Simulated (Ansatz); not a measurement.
## Response to strain in BN

The reference is BN (space group P6_3/mmc, No. 194; a = 2.506 Å, c = 6.615 Å; layered, stacked along the Cartesian z axis). Axes: x lies along a and z along c of the hexagonal cell.

Strains are applied to the cell and any free atomic positions relax; under biaxial strain the out-of-plane vector relaxes too.

The values are results of plane-wave PAW DFT at the PBE-D3(BJ) level (Ansatz, a quantum-chemistry and plane-wave program, 420 eV), scalar-relativistic without spin-orbit coupling, not measurements.

Candidates:
(a) biaxial strain −3.00 %, plane normal [001], relaxed out of plane
(b) biaxial strain −1.80 %, plane normal [001], relaxed out of plane
(c) biaxial strain −0.60 %, plane normal [001], relaxed out of plane

Base values:

- Band gap: 4.24 eV

**Question.** Order them by band gap, lowest first.

**Answer.** (c) biaxial strain −0.60 %, plane normal [001], relaxed out of plane (4.25 eV), (b) biaxial strain −1.80 %, plane normal [001], relaxed out of plane (4.33 eV), (a) biaxial strain −3.00 %, plane normal [001], relaxed out of plane (4.39 eV)

Whether these cells are dynamically stable was not tested.
